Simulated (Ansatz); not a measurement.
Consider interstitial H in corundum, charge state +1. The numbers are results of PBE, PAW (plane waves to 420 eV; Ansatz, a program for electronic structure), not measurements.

Settings: 120 host sites, the relaxed PBE lattice, the Γ point alone, smearing 0.01 eV, spin-restricted, no image-charge correction. No zero-point or tunnelling terms. The charge state is imposed; whether it is stable for some Fermi level was not computed. Sites that were not tried may lie lower.

Barriers: single points on a 2×2×2 k-point mesh shifted by half a step along c at the bands' geometries.

The step: a direct jump of one H atom. Atoms about the jump, Cartesian Å from the middle of the jump, before and after:

```json
[
 {"atom": "H1", "x0": "-0.47", "y0": "-0.15", "z0": "0.25", "x1": "0.47", "y1": "0.15", "z1": "-0.25"},
 {"atom": "O2", "x0": "0.59", "y0": "-0.57", "z0": "-1.03", "x1": "0.53", "y1": "-0.50", "z1": "-1.02"},
 {"atom": "O3", "x0": "-1.01", "y0": "-0.52", "z0": "1.02", "x1": "-1.00", "y1": "-0.69", "z1": "1.11"},
 {"atom": "Al4", "x0": "-0.25", "y0": "-2.10", "z0": "-0.32", "x1": "-0.32", "y1": "-2.04", "z1": "-0.19"},
 {"atom": "O5", "x0": "1.38", "y0": "0.94", "z0": "1.11", "x1": "1.37", "y1": "0.86", "z1": "1.03"},
 {"atom": "Al6", "x0": "-0.23", "y0": "0.93", "z0": "2.07", "x1": "-0.28", "y1": "0.81", "z1": "1.99"},
 {"atom": "O7", "x0": "-1.94", "y0": "0.71", "z0": "-1.11", "x1": "-1.94", "y1": "0.72", "z1": "-1.11"},
 {"atom": "Al8", "x0": "-0.28", "y0": "0.83", "z0": "-1.99", "x1": "-0.35", "y1": "0.90", "z1": "-2.07"},
 {"atom": "Al9", "x0": "2.14", "y0": "-0.57", "z0": "0.26", "x1": "2.28", "y1": "-0.63", "z1": "0.32"},
 {"atom": "O10", "x0": "1.18", "y0": "-1.96", "z0": "1.09", "x1": "1.22", "y1": "-1.96", "z1": "1.08"},
 {"atom": "Al11", "x0": "-2.77", "y0": "-0.55", "z0": "0.19", "x1": "-2.67", "y1": "-0.57", "z1": "0.25"},
 {"atom": "O12", "x0": "-1.93", "y0": "-1.85", "z0": "-1.08", "x1": "-1.94", "y1": "-1.85", "z1": "-1.09"},
 {"atom": "O13", "x0": "-1.19", "y0": "2.22", "z0": "1.11", "x1": "-1.19", "y1": "2.19", "z1": "1.09"},
 {"atom": "O14", "x0": "0.47", "y0": "2.31", "z0": "-1.09", "x1": "0.46", "y1": "2.30", "z1": "-1.11"},
 {"atom": "Al15", "x0": "-0.20", "y0": "-1.99", "z0": "2.48", "x1": "-0.26", "y1": "-1.96", "z1": "2.47"},
 {"atom": "O16", "x0": "-0.99", "y0": "-3.20", "z0": "1.08", "x1": "-1.00", "y1": "-3.26", "z1": "1.11"},
 {"atom": "O17", "x0": "0.47", "y0": "-0.44", "z0": "3.28", "x1": "0.48", "y1": "-0.46", "z1": "3.29"},
 {"atom": "O18", "x0": "2.85", "y0": "0.69", "z0": "-1.09", "x1": "2.86", "y1": "0.68", "z1": "-1.09"},
 {"atom": "Al19", "x0": "2.13", "y0": "2.21", "z0": "-0.25", "x1": "2.14", "y1": "2.20", "z1": "-0.26"},
 {"atom": "O20", "x0": "-1.00", "y0": "-0.46", "z0": "-3.29", "x1": "-1.01", "y1": "-0.44", "z1": "-3.29"},
 {"atom": "Al21", "x0": "-2.67", "y0": "2.21", "z0": "-0.25", "x1": "-2.66", "y1": "2.21", "z1": "-0.24"},
 {"atom": "O22", "x0": "0.50", "y0": "-3.52", "z0": "-1.12", "x1": "0.47", "y1": "-3.45", "z1": "-1.09"},
 {"atom": "Al23", "x0": "2.15", "y0": "-0.57", "z0": "-2.45", "x1": "2.20", "y1": "-0.54", "z1": "-2.48"},
 {"atom": "Al24", "x0": "-2.67", "y0": "-0.57", "z0": "-2.47", "x1": "-2.68", "y1": "-0.57", "z1": "-2.44"},
 {"atom": "O25", "x0": "-3.41", "y0": "0.94", "z0": "1.09", "x1": "-3.40", "y1": "0.93", "z1": "1.10"},
 {"atom": "O26", "x0": "2.84", "y0": "-1.84", "z0": "-1.09", "x1": "2.86", "y1": "-1.82", "z1": "-1.08"},
 {"atom": "O27", "x0": "-1.72", "y0": "0.84", "z0": "3.29", "x1": "-1.73", "y1": "0.82", "z1": "3.29"},
 {"atom": "O28", "x0": "1.21", "y0": "0.81", "z0": "-3.27", "x1": "1.20", "y1": "0.82", "z1": "-3.28"},
 {"atom": "Al29", "x0": "-0.26", "y0": "3.60", "z0": "0.24", "x1": "-0.27", "y1": "3.58", "z1": "0.25"},
 {"atom": "O30", "x0": "-3.60", "y0": "-1.95", "z0": "1.09", "x1": "-3.58", "y1": "-1.98", "z1": "1.09"}
]
```

Give the saddle-point geometry and the barrier.


| atom | x | y | z |
|---|---|---|---|
| H1 | -0.21 | -0.25 | 0.05 |
| O2 | 0.49 | -0.51 | -0.91 |
| O3 | -0.96 | -0.57 | 1.01 |
| Al4 | -0.30 | -2.13 | -0.26 |
| O5 | 1.40 | 0.93 | 1.11 |
| Al6 | -0.25 | 0.89 | 2.02 |
| O7 | -1.95 | 0.72 | -1.12 |
| Al8 | -0.30 | 0.86 | -2.00 |
| Al9 | 2.16 | -0.57 | 0.28 |
| O10 | 1.19 | -1.97 | 1.09 |
| Al11 | -2.71 | -0.55 | 0.21 |
| O12 | -1.94 | -1.86 | -1.09 |
| O13 | -1.19 | 2.22 | 1.10 |
| O14 | 0.46 | 2.32 | -1.10 |
| Al15 | -0.22 | -1.97 | 2.47 |
| O16 | -0.99 | -3.24 | 1.09 |
| O17 | 0.48 | -0.45 | 3.28 |
| O18 | 2.84 | 0.68 | -1.10 |
| Al19 | 2.13 | 2.21 | -0.25 |
| O20 | -1.00 | -0.45 | -3.28 |
| Al21 | -2.66 | 2.22 | -0.25 |
| O22 | 0.48 | -3.50 | -1.11 |
| Al23 | 2.21 | -0.56 | -2.49 |
| Al24 | -2.67 | -0.57 | -2.46 |
| O25 | -3.40 | 0.93 | 1.09 |
| O26 | 2.83 | -1.82 | -1.09 |
| O27 | -1.72 | 0.83 | 3.28 |
| O28 | 1.21 | 0.80 | -3.26 |
| Al29 | -0.26 | 3.60 | 0.24 |
| O30 | -3.59 | -1.95 | 1.09 |
It lies 0.20 eV above the start and 0.20 eV above the end. The program found a first-order saddle point.
